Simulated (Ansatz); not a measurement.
The starting structures come from a database of crystals and need not be the phases stable at ambient conditions.

Tunnelling through a barrier is set by its complex band structure: the current falls as exp(−2κd) with the smallest κ.

Data:

```
RbTaGeS5
1.0
    7.04020     0.00000     0.00000
   -1.81243     8.95921     0.00000
   -1.88768     2.19553     6.60261
Rb Ta Ge S
2 2 2 10
Direct
  0.41049   0.31074   0.36252
  0.58951   0.68926   0.63748
  0.76075   0.00577   0.03060
  0.23925   0.99423   0.96940
  0.01925   0.37531   0.70312
  0.98075   0.62469   0.29688
  0.93042   0.99952   0.75695
  0.06958   0.00048   0.24305
  0.56470   0.03115   0.22786
  0.43530   0.96885   0.77214
  0.30392   0.29026   0.87389
  0.69608   0.70974   0.12611
  0.77354   0.29547   0.86204
  0.22646   0.70453   0.13796
  0.93443   0.35920   0.38611
  0.06557   0.64080   0.61389
```

Space group of this cell: P-1. The cell is taken as given.

Transport runs along the normal of the first two printed cell vectors.

The gap is the functional's own. No spin-orbit coupling. Mid-gap values are interpolated on the energy grid.

Give the band gap and the smallest decay constant κ at mid-gap that Ansatz (a first-principles code) with r2SCAN yields.

Gap 1.30 eV on a 6×4×6 mesh; κ = 0.230 1/Å, at the zone centre.
